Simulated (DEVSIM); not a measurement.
Device: W/SiO2/p-Ge capacitor, at 300 K.

```csv
layer (left to right),material,thickness (nm),Na (cm⁻³)
1,SiO2,15.0,-
2,Ge,1400,1.8e17
```

Metal gate on the left, work function 4.6 eV. Fixed charge at the semiconductor interface 0 cm⁻² (in units of +e); interface traps 1e10 cm⁻² eV⁻¹, uniform in energy, neutral level at 0.5 of the gap above the valence band.

Constants are typed, rounded textbook-type inputs, not results; the design itself was drawn at random and stands for no fabricated device. Values at 300 K.

```tsv
parameter	SiO2	Ge
gap (eV)	9	0.664
affinity (eV)	0.9	4
permittivity	3.9	16
Nc (cm⁻³)	-	1.04e19
Nv (cm⁻³)	-	6e18
```

DEVSIM, 1D Poisson equation in equilibrium, Boltzmann statistics, complete ionisation; no quantum confinement or tunnelling. Metal contacts follow the ideal Schottky-Mott rule: no Fermi-level pinning, no interface dipoles.

### Question
Give the band bending (positive: bands bend down) and minority sheet density.

### Answer

```tsv
Vg (V)	ψs (V)	minority carriers (cm⁻²)
-1.1	-0.089	< 1e8
-0.8	-0.075	< 1e8
-0.5	-0.056	< 1e8
-0.2	-0.029	< 1e8
0.1	0.012	< 1e8
0.4	0.081	< 1e8
0.7	0.182	< 1e8
1	0.310	1.0e8
1.3	0.451	1.8e10
1.6	0.523	2.5e11
1.9	0.550	6.2e11
2.2	0.566	1.0e12
```
